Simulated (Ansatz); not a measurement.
Consider Mg-vacancy pair (Mg on one host Hf site, one Hf site vacant) in monoclinic HfO2, charge state -6. The step: Mg and the vacancy change places (Mg-vacancy distance between ideal sites 3.44 Å throughout); the atom moves 3.24 Å along (0.02, -0.42, -0.45) of the unit cell; the moving atom starts with neighbours O at 2.01, O at 2.08, O at 2.10, O at 2.14, O at 2.26, O at 2.46 Å and ends with O at 1.96, O at 2.10, O at 2.15, O at 2.29, O at 2.32, O at 2.33, O at 2.36 Å. A PBE band in Ansatz (plane-wave PAW, the Γ point alone, 96 host sites, 37 SCF runs with any check of the saddle's order, static, no finite-size correction) gives a forward barrier of 0.88 eV. The saddle point's order was not checked. The charge state is imposed; whether it is stable for some Fermi level was not computed. Forms of the defect that were not tried may lie lower. The start lies 0.064 eV above the lowest site run (PBE).

Single points at the band's start and saddle point can refine it. Rough cost of one point, in units of the band's mean SCF on the same machine:

```json
[
 {"Level": "PBE, a 2×2×2 k-point mesh shifted by half a step", "Cost of one point": "about 10"},
 {"Level": "r2SCAN at 500 eV, the Γ point alone", "Cost of one point": "about 2"}
]
```

**Question.** Which of these move the barrier by more than 0.1 eV, and how far does each move it?

**Answer.** Not one does. PBE, a 2×2×2 k-point mesh shifted by half a step: +0.01 eV; r2SCAN at 500 eV, the Γ point alone: +0.05 eV. Each functional is compared with PBE at the same k-points.

Ansatz is a program for electronic structure.
